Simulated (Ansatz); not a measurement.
## ZrSiS (P4/nmm, No. 129, 6 atoms in the cell; start mp-3938)

Level of theory: LDA (plane waves, PAW; Ansatz, a first-principles code).

Numerical settings: plane-wave cutoff 520 eV, 16×16×8 k mesh (along the axes of the cell as run), Fermi–Dirac smearing 0.05 eV, scalar-relativistic PAW data made under PBE.

Cell (relaxed at this level):

ZrSSi has the tetragonal space group P4/nmm, origin choice 1 (No. 129), Pearson symbol tP6. Lattice parameters: a = b = 3.498 Å, c = 7.972 Å, α = β = γ = 90.00°. Zr on 2c has 4 S at 2.620 Å and 1 S at 2.782 Å and 4 Si at 2.782 Å. Si on 2a is surrounded by 4 Si at 2.473 Å and 4 Zr at 2.782 Å. S on 2c is coordinated by 4 Zr at 2.620 Å and 1 Zr at 2.782 Å. (Neighbours: up to the widest gap in distance over summed covalent radii, below 1.35, at either atom; cation-cation and far metal-metal contacts left out.)

```
Quantity       Result
------------  -------
band gap         none
bulk modulus  148 GPa
```

Note: the relaxation could not lower the start's symmetry, so the cell can be a saddle point above a distorted one; the bulk modulus is −V dP/dV from two relaxed cells at ±2 % in volume.

Spin–orbit coupling is not included.

Computed values are for the static lattice.

Computing time: about 6 core-minutes (a rough figure).

A start named mp-… is a Materials Project structure, which need not be a measured phase.
